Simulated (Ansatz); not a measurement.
The starting structures come from a database of crystals and need not be the phases stable at ambient conditions.

By PBEsol, the system below comes out a metal.

A figure of merit of an interconnect metal is its ballistic conductance per area.

Consider the following.

```xyz
12
Lattice="4.7563 0.0000 0.0000 0.0000 5.2373 0.0000 0.0000 0.0000 6.1110" Properties=species:S:1:pos:R:3 pbc="T T T"
W      3.5920     0.4252     0.7552
W      1.1643     4.8120     5.3558
W      3.5425     3.0438     2.3003
W      1.2138     2.1934     3.8107
W      1.2138     4.8120     2.3003
W      3.5425     0.4252     3.8107
W      1.1643     2.1934     0.7552
W      3.5920     3.0438     5.3558
C      2.3782     3.9279     0.7440
C      2.3782     1.3093     5.3670
C      0.0000     1.3093     2.3115
C      0.0000     3.9279     3.7995
```

The cell is taken as given; by PBEsol it stands under a pressure of -10.4 GPa.

The current flows along the normal of the first two printed cell vectors. No spin-orbit coupling; the value is a mean over 0.1 eV about the Fermi level.

**Question.** Compute, with PBEsol in Ansatz (an electronic-structure program), the ballistic conductance per area.

**Answer.** 0.56 × 10¹⁵ S/m² for both spins.
